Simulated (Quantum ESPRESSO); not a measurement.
The steps of a band-structure calculation for LaAg3 (Fm-3m, 4 atoms in the cell) with Quantum ESPRESSO.

Level of theory: LDA (PZ), GBRV 1.5 ultrasoft (LDA) pseudopotentials (plane waves; Quantum ESPRESSO 7.5).

Step 1 (scf):

```fortran
&control
    calculation = 'scf',
    prefix = 'scf',
    outdir = './out',
    pseudo_dir = './',
    tprnfor = .true.,
    tstress = .true.,
/
&system
    ibrav = 2,
    A = 7.1410200000,
    nat = 4,
    ntyp = 2,
    ecutwfc = 40,
    ecutrho = 320,
    occupations = 'smearing',
    smearing = 'gauss',
    degauss = 0.0073499,
/
&electrons
    conv_thr = 1e-10,
    mixing_beta = 0.5,
/
ATOMIC_SPECIES
La   138.9055  la_lda_v1.uspp.F.UPF
Ag   107.8682  ag_lda_v1.4.uspp.F.UPF
ATOMIC_POSITIONS angstrom
La    0.0000000000    0.0000000000    0.0000000000
Ag   -1.7852550000    1.7852550000    1.7852550000
Ag   -5.3557650000    5.3557650000    5.3557650000
Ag   -3.5705100000    3.5705100000    3.5705100000
K_POINTS automatic
3 3 3  0 0 0
```

Step 2 (bands):

```fortran
&control
    calculation = 'bands',
    prefix = 'scf',
    outdir = './out',
    pseudo_dir = './',
    verbosity = 'high',
/
&system
    ibrav = 2,
    A = 7.1410200000,
    nat = 4,
    ntyp = 2,
    ecutwfc = 40,
    ecutrho = 320,
    occupations = 'smearing',
    smearing = 'gauss',
    degauss = 0.0073499,
    nbnd = 42,
/
&electrons
    conv_thr = 1e-10,
    startingwfc = 'random',
    diago_thr_init = 1.0d-6,
    diagonalization = 'cg',
/
ATOMIC_SPECIES
La   138.9055  la_lda_v1.uspp.F.UPF
Ag   107.8682  ag_lda_v1.4.uspp.F.UPF
ATOMIC_POSITIONS angstrom
La    0.0000000000    0.0000000000    0.0000000000
Ag   -1.7852550000    1.7852550000    1.7852550000
Ag   -5.3557650000    5.3557650000    5.3557650000
Ag   -3.5705100000    3.5705100000    3.5705100000
K_POINTS crystal_b
12
  0.00000000   0.00000000   0.00000000   9  ! G
  0.50000000   0.00000000   0.50000000   4  ! X
  0.50000000   0.25000000   0.75000000   3  ! W
  0.37500000   0.37500000   0.75000000   9  ! K
  0.00000000   0.00000000   0.00000000   8  ! G
  0.50000000   0.50000000   0.50000000   5  ! L
  0.62500000   0.25000000   0.62500000   3  ! U
  0.50000000   0.25000000   0.75000000   6  ! W
  0.50000000   0.50000000   0.50000000   5  ! L
  0.37500000   0.37500000   0.75000000   1  ! K
  0.62500000   0.25000000   0.62500000   3  ! U
  0.50000000   0.00000000   0.50000000   1  ! X
```

Step 3 (bands.x):

```fortran
&bands
    prefix = 'scf',
    outdir = './out',
    filband = 'bands.dat',
    lsym = .false.,
/
```

Output of bands (abridged):

```
     Atomic positions and unit cell read from directory:
     ./out/scf.save/
     G-vector sticks info
     --------------------
     sticks:   dense  smooth     PW     G-vecs:    dense   smooth      PW
     Sum        2017    1003    301                59535    20875    3383

     bravais-lattice index     =            2
     lattice parameter (alat)  =      13.4946  a.u.
     unit-cell volume          =     614.3521 (a.u.)^3
   [... lines left out ...]

     Smooth grid:    20875 G-vectors     FFT dimensions: (  40,  40,  40)

     The potential is recalculated from file :
     ./out/scf.save/charge-density

     negative rho (up, down):  6.461E-02 0.000E+00

     Band Structure Calculation
     CG style diagonalization

     ethr =  1.00E-06,  avg # of iterations = 36.8

     End of band structure calculation

          k = 0.0000 0.0000 0.0000 (  2685 PWs)   bands (ev):

   -78.1329 -78.1324 -77.7341 -41.6774 -41.6774 -41.6773 -41.6736 -41.6736
   -41.6736 -41.2703 -41.2703 -41.2703 -18.9502  -2.6210  -2.6210  -2.6210
     7.7478   8.3475   8.3478   9.1640   9.1651   9.1659   9.1664   9.1672
     9.1689   9.7764   9.7766   9.7767   9.9117   9.9118  10.1186  10.1194
    14.4054  14.4054  14.4054  14.9069  15.5975  15.5975  15.5977  15.9723
    15.9724  15.9726

          k =-0.1111 0.0000 0.0000 (  2673 PWs)   bands (ev):

   -78.1329 -78.1324 -77.7342 -41.6775 -41.6775 -41.6774 -41.6734 -41.6734
   -41.6734 -41.2702 -41.2702 -41.2702 -18.9500  -2.6249  -2.6216  -2.6216
     7.8003   8.3591   8.3704   9.1074   9.1074   9.1430   9.1660   9.2026
     9.2026   9.6949   9.8139   9.8139   9.9113   9.9623  10.1102  10.1209
    14.2181  14.3490  14.3490  15.0973  15.5357  15.6333  15.6333  15.9731
    15.9756  15.9759

   [... 55 blocks of this kind left out ...]
```

Output of bands.x (abridged):

```
     Reading xml data from directory:

     ./out/scf.save/

     G-vector sticks info
     --------------------
     sticks:   dense  smooth     PW     G-vecs:    dense   smooth      PW
     Sum        2017    1003    301                59535    20875    3383

     negative rho (up, down):  6.461E-02 0.000E+00
     Reading collected, re-writing distributed wavefunctions
     high-symmetry point:  0.0000 0.0000 0.0000   x coordinate   0.0000
     high-symmetry point: -1.0000 0.0000 0.0000   x coordinate   1.0000
     high-symmetry point: -1.0000 0.5000 0.0000   x coordinate   1.5000
     high-symmetry point: -0.7500 0.7500 0.0000   x coordinate   1.8536
     high-symmetry point:  0.0000 0.0000 0.0000   x coordinate   2.9142
     high-symmetry point: -0.5000 0.5000 0.5000   x coordinate   3.7802
     high-symmetry point: -1.0000 0.2500 0.2500   x coordinate   4.3926
     high-symmetry point: -1.0000 0.5000 0.0000   x coordinate   4.7462
     high-symmetry point: -0.5000 0.5000 0.5000   x coordinate   5.4533
     high-symmetry point: -0.7500 0.7500 0.0000   x coordinate   6.0656
     high-symmetry point: -1.0000 0.2500 0.2500   x coordinate   6.6780
     high-symmetry point: -1.0000 0.0000 0.0000   x coordinate   7.0316

     Plottable bands (eV) written to file bands.dat.gnu
     Bands written to file bands.dat

   JOB DONE.
```

The starting cell comes from a database of computed structures (which also holds hypothetical and non-ambient phases and stackings), without a prior relaxation at this level.
